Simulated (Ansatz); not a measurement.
Cell and atoms of amorphous In$_{9}$Ga$_{9}$Zn$_{9}$O$_{39}$W:

```xyz
67
Lattice="9.5343 0.0303 -0.6042 0.0303 9.4918 0.1635 -0.6042 0.1635 9.4420" Properties=species:S:1:pos:R:3 pbc="T T T"
In     0.2330     1.1820     7.8245
In     6.9583     1.8999     1.2750
In     8.6495     7.5976     1.4724
In     3.0413     8.1481     7.5852
In     5.3654     8.5225     1.6788
In     4.0658     1.6687    -0.0941
In     2.1326     8.7043     1.0866
In     1.3384     2.9302     5.1336
In     5.0944     4.1763     5.5306
Ga     9.1385     4.3772     0.2584
Ga     2.0746     4.6749     7.4525
Ga     7.3596     7.7146     4.4709
Ga     0.6316     6.2537     4.9792
Ga     8.6271     4.7185     6.2457
Ga     6.5623     9.3939     8.4983
Ga     2.1314     5.4637     1.9818
Ga     3.3765     7.3097     4.3184
Ga     7.8607     4.2416     3.0703
Zn     3.9832     1.6742     3.4588
Zn     6.9360     2.6905     7.7587
Zn     0.8849     1.9058     1.8398
Zn     6.5220     6.6949     7.4269
Zn    -0.1477     7.0886     8.4987
Zn     5.3071     5.7597     2.9289
Zn     1.0145     9.4170     4.3760
Zn     7.8003     1.6034     4.7578
Zn     5.3641     0.4064     5.7699
O      5.7763     6.6869     0.2864
O      4.9406     1.3119     1.8441
O      5.2496     8.5232     7.2739
O      6.7693     9.4540     4.6281
O      0.5536     9.3399     2.3892
O      6.6541     7.2365     2.7897
O      7.5406     6.4197     5.7696
O      2.4840     8.3882     5.5325
O      5.4522     1.6347     8.5493
O      7.2397     9.2904     1.0136
O      3.1224     3.8080     8.8234
O      2.0360     6.0598     3.7835
O      2.0415     1.7848     3.5374
O      2.9040     4.1525     5.8496
O      8.3994     5.3101     8.0473
O      0.6134     3.3439     7.2706
O      2.9556     6.1828     8.2857
O      6.1009     4.1607     3.5951
O      1.9624     1.3207     0.2005
O      3.9299     5.3762     1.5854
O      5.3596     5.0582     7.6224
O      4.8038     6.3031     4.8144
O      7.6354     7.8148     8.6873
O      0.2391     1.1414     5.6509
O      1.2513     3.9069     1.6209
O      6.0622     3.8646     0.7433
O      9.1731     7.7175     3.7536
O      4.6251     2.0393     5.2167
O      3.5746     8.3428     2.7669
O      1.1334     6.8025     1.1087
O      7.7027     0.8861     7.1915
O      7.2276     3.4159     5.9969
O     -0.2413     4.5313     4.8865
O      8.3843     5.3677     1.6568
O      8.1740     2.3942     2.9109
O      1.0204     8.6667     8.2679
O      4.0414     8.9708     0.0287
O      0.7318     5.9993     6.8263
O      8.6034     2.5910     0.0458
W      5.0661     5.0870    -0.1371
```

All values below come from PBE, scalar-relativistic without spin-orbit coupling (plane waves to 420 eV, PAW; Ansatz, a program for electronic structure).

The cell was made by melting and quenching with the CHGNet potential and then relaxed with DFT. O atoms were pushed apart under 1.9 Å during the dynamics, to hinder bonds among them. The hot cell started wider than the set density and was brought back towards it in steps. It is the lowest in DFT energy of 2 quenches. It is a model cell: composition and starting density were chosen by hand, and all elements were melted together. No dispersion term was used. Its density started from a set value of 5.97 and ended at 5.97 g/cm³. Cooling (nominally 210 K/ps over its main leg) ran many orders faster than in experiment, which tends to leave more defects and strain. Values belong to this one cell and scatter from quench to quench. The volume was held where the preparation left it and the shape relaxed, at a PBE pressure of 1.5 GPa. Stress components on the final sampling reach 1.5 GPa.

Neighbours within In-In 3.12 Å, In-Ga 2.90 Å, In-Zn 2.90 Å, In-O 2.58 Å, In-W 3.08 Å, Ga-Ga 2.68 Å, Ga-Zn 2.68 Å, Ga-O 2.28 Å, Ga-W 2.86 Å, Zn-Zn 2.68 Å, Zn-O 2.48 Å, Zn-W 2.86 Å, O-O 1.58 Å, O-W 2.51 Å, W-W 3.04 Å count as bonded. Two cations that share two anions don't count as bonded, nor two that share one unless they lie closer than In-In 3.04 Å, In-Ga 2.82 Å, In-Zn 2.82 Å, In-W 3.00 Å, Ga-Ga 2.61 Å, Ga-Zn 2.61 Å, Ga-W 2.78 Å, Zn-Zn 2.61 Å, Zn-W 2.78 Å, W-W 2.95 Å.

Problem. Give the coordination numbers, mean bond lengths and angles.

Solution. 
- Mean coordination of In by anions: 5.67 (4 with 5, 4 with 6, 1 with 7)
- Mean coordination of Ga by anions: 4.44 (6 with 4, 2 with 5, 1 with 6)
- Mean coordination of Zn by anions: 4.22 (2 with 3, 3 with 4, 4 with 5)
- Mean coordination of O: 3.46 (2 with 2, 17 with 3, 20 with 4)
- Mean coordination of W by anions: 6.00 (1 with 6)
- Mean In-O bond: 2.210 Å (spread 0.085 Å, 51 counted)
- Mean Ga-O bond: 1.915 Å (spread 0.075 Å, 40 counted)
- Mean Zn-O bond: 2.053 Å (spread 0.120 Å, 38 counted)
- Mean O-W bond: 1.946 Å (spread 0.113 Å, 6 counted)
- Bond angle at In: mean 104.0°, spread 28.0°
- Bond angle at Ga: mean 107.6°, spread 21.1°
- Bond angle at Zn: mean 108.0°, spread 23.9°
- Bond angle at O: mean 111.2°, spread 16.0°
- Bond angle at W: mean 105.1°, spread 31.5°

Problem. List the pairs of like atoms that count as bonded by the rules above.

Solution. There are none by these rules.
